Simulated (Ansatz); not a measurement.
## Be₅Au (space group F-43m, No. 216)

```xyz
6
Lattice="0.0000 3.0362 3.0362 3.0362 0.0000 3.0362 3.0362 3.0362 0.0000" Properties=species:S:1:pos:R:3 pbc="T T T"
Be     2.2787     3.7937     3.7937
Be     2.2787     2.2787     2.2787
Be     3.7937     3.7937     2.2787
Be     3.7937     2.2787     3.7937
Be     4.5544     4.5544     4.5544
Au     0.0000     0.0000     0.0000
```

Level of theory: Ansatz (an electronic-structure program), PBEsol, PAW, cutoff 420 eV, spin-orbit coupling left out. Settings: 13×13×13 k-points, 0.05 eV Fermi–Dirac smearing.

```yaml
volume_per_atom: 9.33 Å³
density: 7.18 g/cm³
band_gap: zero
total_energy: -2243.261 eV/atom (σ→0; compares only within this code and set-up)
```

No phonon test of stability was made.
